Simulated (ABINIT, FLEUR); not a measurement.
A FLEUR input for a self-consistent single point of YSi₃Ir (I4mm, 5 atoms in the cell) (DFT, PBEsol, all-electron FLAPW (FLEUR), scalar-relativistic valence):

Input of the input generator:

```
YSi3Ir FLAPW
&input film=f /
-4.0304267759 4.0304267759 9.4433469489
4.0304267759 -4.0304267759 9.4433469489
4.0304267759 4.0304267759 -9.4433469489
1.0
1.0 1.0 1.0

5
39 0.9983400000 0.9983400000 0.0000000000
14 0.4143200000 0.4143200000 0.0000000000
14 0.2646700000 0.7646700000 0.5000000000
14 0.7646700000 0.2646700000 0.5000000000
77 0.6520100000 0.6520100000 0.0000000000

&comp jspins=1 /
&exco xctyp='PBEs' /
&kpt div1=9 div2=9 div3=9 /
&end /
```

```xml
<?xml version="1.0" encoding="UTF-8" standalone="no"?>
<fleurInput fleurInputVersion="0.39">
   <comment>
      YSi3Ir FLAPW                                                                                        
   </comment>
   <calculationSetup>
      <cutoffs Kmax="4.0" Gmax="12.0" GmaxXC="12.0" numbands="0"/>
      <scfLoop itmax="80" minDistance="0.00001" maxIterBroyd="15" imix="Anderson" alpha="0.05" precondParam="0.0" spinf="2.0"/>
      <coreElectrons ctail="T" frcor="F" kcrel="0" coretail_lmax="0"/>
      <xcFunctional name="PBEs" relativisticCorrections="F"/>
      <magnetism jspins="1"/>
      <soc l_soc="F" theta="0.0" phi="0.0" spav="F"/>
      <expertModes spex="0" secvar="F"/>
      <geometryOptimization l_f="T" forcealpha="1.0" forcemix="BFGS" epsdisp="0.00001" epsforce="0.00001"/>
      <ldaU l_linMix="F" mixParam="0.05" spinf="1.0"/>
   </calculationSetup>
   <cell>
      <bzIntegration valenceElectrons="38.0" mode="hist" fermiSmearingEnergy="0.00367493">
         <kPointListSelection listName="default-1"/>
         <!-- k-points included here -->
         <xi:include xmlns:xi="http://www.w3.org/2001/XInclude" href="kpts.xml"> </xi:include>
      </bzIntegration>
      <!-- symmetry operations included here -->
      <xi:include xmlns:xi="http://www.w3.org/2001/XInclude" href="sym.xml"> </xi:include>
      <bulkLattice scale="1.0">
         <bravaisMatrix>
            <row-1>   -4.0304267758999996     4.0304267758999996     9.4433469489000004</row-1>
            <row-2>    4.0304267758999996    -4.0304267758999996     9.4433469489000004</row-2>
            <row-3>    4.0304267758999996     4.0304267758999996    -9.4433469489000004</row-3>
         </bravaisMatrix>
      </bulkLattice>
   </cell>
   <atomSpecies>
      <species name="Yttrium (Y)" element="Y" atomicNumber="39">
         <mtSphere radius="2.68" gridPoints="925" logIncrement="0.014"/>
         <atomicCutoffs lmax="10" lnonsphr="8"/>
         <electronConfig flipSpins="F">
            <coreConfig>(1s1/2) (2s1/2) (2p1/2) (2p3/2) (3s1/2) (3p1/2) (3p3/2) (3d3/2) (3d5/2)</coreConfig>
            <valenceConfig>(4s1/2) (4p1/2) (4p3/2) (5s1/2) (4d3/2) (4d5/2)</valenceConfig>
            <stateOccupation state="(4d3/2)" spinUp="0.2" spinDown="0.2"/>
            <stateOccupation state="(4d5/2)" spinUp="0.3" spinDown="0.3"/>
         </electronConfig>
         <energyParameters s="5" p="5" d="4" f="4"/>
         <lo type="SCLO" l="0" n="4" eDeriv="0"/>
         <lo type="SCLO" l="1" n="4" eDeriv="0"/>
      </species>
      <species name="Silicon (Si)" element="Si" atomicNumber="14">
         <mtSphere radius="1.66" gridPoints="573" logIncrement="0.02"/>
         <atomicCutoffs lmax="6" lnonsphr="4"/>
         <electronConfig flipSpins="F">
            <coreConfig>(1s1/2) (2s1/2) (2p1/2) (2p3/2)</coreConfig>
            <valenceConfig>(3s1/2) (3p1/2) (3p3/2)</valenceConfig>
            <stateOccupation state="(3p1/2)" spinUp="0.3333333333333" spinDown="0.3333333333333"/>
            <stateOccupation state="(3p3/2)" spinUp="0.6666666666667" spinDown="0.6666666666667"/>
         </electronConfig>
         <energyParameters s="3" p="3" d="3" f="4"/>
      </species>
      <species name="Iridium (Ir)" element="Ir" atomicNumber="77">
         <mtSphere radius="2.54" gridPoints="877" logIncrement="0.015"/>
         <atomicCutoffs lmax="10" lnonsphr="8"/>
         <electronConfig flipSpins="F">
            <coreConfig>(1s1/2) (2s1/2) (2p1/2) (2p3/2) (3s1/2) (3p1/2) (3p3/2) (4s1/2) (3d3/2) (3d5/2) (4p1/2) (4p3/2) (5s1/2) (4d3/2) (4d5/2) (4f5/2) (4f7/2)</coreConfig>
            <valenceConfig>(5p1/2) (5p3/2) (6s1/2) (5d3/2) (5d5/2)</valenceConfig>
            <stateOccupation state="(5d3/2)" spinUp="1.4" spinDown="1.4"/>
            <stateOccupation state="(5d5/2)" spinUp="2.1" spinDown="2.1"/>
         </electronConfig>
         <energyParameters s="6" p="6" d="5" f="5"/>
         <lo type="SCLO" l="1" n="5" eDeriv="0"/>
      </species>
   </atomSpecies>
   <atomGroups>
      <atomGroup species="Yttrium (Y)">
         <relPos label="                   1">-.0016600000 -.0016600000 .0000000000</relPos>
         <force calculate="T" relaxXYZ="TTT"/>
      </atomGroup>
      <atomGroup species="Silicon (Si)">
         <relPos label="                   2">.4143200000 .4143200000 .0000000000</relPos>
         <force calculate="T" relaxXYZ="TTT"/>
      </atomGroup>
      <atomGroup species="Silicon (Si)">
         <relPos label="                   3">.2646700000 -.2353300000 1.000/2.000</relPos>
         <relPos label="                   4">-.2353300000 .2646700000 1.000/2.000</relPos>
         <force calculate="T" relaxXYZ="TTT"/>
      </atomGroup>
      <atomGroup species="Iridium (Ir)">
         <relPos label="                   5">-.3479900000 -.3479900000 .0000000000</relPos>
         <force calculate="T" relaxXYZ="TTT"/>
      </atomGroup>
   </atomGroups>
   <output dos="F" band="F" slice="F">
      <checks vchk="F" cdinf="F"/>
      <bandDOS minEnergy="-.5*Htr" maxEnergy="0.5*Htr" sigma="0.015" storeEVData="T"/>
      <vacuumDOS vacdos="F" integ="F" star="F" nstars="0" locx1="0.0" locy1="0.0" locx2="0.0" locy2="0.0" nstm="0" tworkf="0.0"/>
      <unfoldingBand unfoldBand="F" supercellX="1" supercellY="1" supercellZ="1"/>
      <plotting iplot="0" polar="F">
         <plot TwoD="T" vec1="  1.0  0.0  0.0" vec2="  0.0  1.0  0.0" vec3="  0.0  0.0  1.0" zero="  0.0  0.0  0.0" file="plot"/>
      </plotting>
      <chargeDensitySlicing numkpt="0" minEigenval="0.0" maxEigenval="0.0" nnne="0" pallst="F"/>
      <specialOutput eonly="F"/>
      <magneticCircularDichroism mcd="F" energyLo="-10.0" energyUp="0.0"/>
   </output>
  <!-- We include the file relax.xml here to enable relaxations (see documentation) -->
  <xi:include xmlns:xi="http://www.w3.org/2001/XInclude" href="relax.xml"> <xi:fallback/> </xi:include>
</fleurInput>
```

Task: Translate this input to ABINIT.

Result: One input that does it (others would too):

```
# YSi3Ir, PseudoDojo nc-sr-04 PBEsol standard
pp_dirpath "./"
pseudos "Y.upf, Si.upf, Ir.upf"
acell 5.8369345388 5.8369345388 5.8369345388 Angstrom
rprim
        -0.3653989925    0.3653989925    0.8561350083
         0.3653989925   -0.3653989925    0.8561350083
         0.3653989925    0.3653989925   -0.8561350083
natom 5
ntypat 3
znucl 39 14 77
typat 1 2 2 2 3
xcart
         0.0000000000    0.0000000000   18.8553419859
         0.0000000000    0.0000000000    7.8251350157
         4.0304267759   -0.0000000000    4.9987412739
         0.0000000000    4.0304267759    4.9987412739
         0.0000000000    0.0000000000   12.3143132883
ecut 36 Ha
occopt 3
tsmear 0.1 eV
nband 27
kptopt 1
ngkpt 9 9 9
nshiftk 1
shiftk 0 0 0
nstep 100
tolvrs 1.0e-12
prtwf 0
prtden 0
prtvol 1
```

Basis, cutoffs, solver keys and any potentials are the target program's own. This input uses DFT, PBEsol, plane waves, norm-conserving pseudopotentials (PseudoDojo nc-sr-04 PBEsol standard).

The starting cell comes from a database of computed structures (which also holds hypothetical and non-ambient phases and stackings), without a prior relaxation at this level. Its lattice was rescaled by a random factor within 2.5 % of one.
